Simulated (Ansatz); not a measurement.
The starting structures come from a database of crystals and need not be the phases stable at ambient conditions.

Crystal: TeO$_{2}$ (P4_12_12, not sure to be the ambient phase, 12 atoms a cell, 14.9 Å³ an atom); planes in its conventional cell.

Level of theory: r2SCAN (plane waves, PAW; Ansatz, an electronic-structure program).

The gap is the functional's own, uncorrected, and κ follows it; spin-orbit coupling is left out. Mid-gap values are interpolated between the computed energies.

```csv
plane,area of the cell (Å²),mid-gap κ (1/Å),largest κ in the gap (1/Å)
(100),37.0,0.42,0.42
(001),23.4,…,…
(110),52.3,…,…
```

Problem. The slowest decay depends on the direction. Supply the withheld values.

Solution. 
- (001), mid-gap κ (1/Å): 0.39
- (001), largest κ in the gap (1/Å): 0.39
- (110), mid-gap κ (1/Å): 0.35
- (110), largest κ in the gap (1/Å): 0.36
